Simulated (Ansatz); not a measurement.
Start from HfO$_{2}$ (space group P4_2/nmc, No. 137; a = 3.6048 Å, c = 5.2650 Å).

(Cell as relaxed with PBE.)

Levels (all Ansatz, a quantum-chemistry and plane-wave program, PAW, earlier PAW set): PBE (420 eV, no SOC); PBEsol (420 eV, without spin-orbit coupling).

Each level relaxes its own structure.

| base | PBE | PBEsol |
|---|---|---|
| volume per atom | 11.40 Å³ | 10.96 Å³ |
| lattice parameter a | 360.5 pm | 356.8 pm |
| band gap | 4.67 eV | 4.57 eV |

Now apply this change: a negative pressure, −2 GPa.

| quantity | PBE | PBEsol |
|---|---|---|
| band gap | 4.67 eV | 4.58 eV |
| electron mass | 1.0 mₑ along c, 0.90 mₑ across (at Γ) | 1.00 mₑ along c, 0.81 mₑ across (at Γ) |
| volume per atom | 11.55 Å³ | 11.08 Å³ |
| c/a ratio | 1.466 | 1.452 |

PBE's band gap lies 0.09 eV above PBEsol's; PBE's volume per atom lies 0.47 Å³ above PBEsol's (4.2 %); PBE's c/a ratio lies 0.014 above PBEsol's. Neither level is exact; PBEsol is the comparison here, not a measurement.

With Hf present, leaving out spin-orbit coupling can change the band edges. Load acts through the strain it causes; cell and atoms are relaxed under it. Effective masses come from finite differences of ±0.01 Å⁻¹. Stability against distortions was not tested. This is not the structure that HfO2 has at room temperature and ambient pressure.
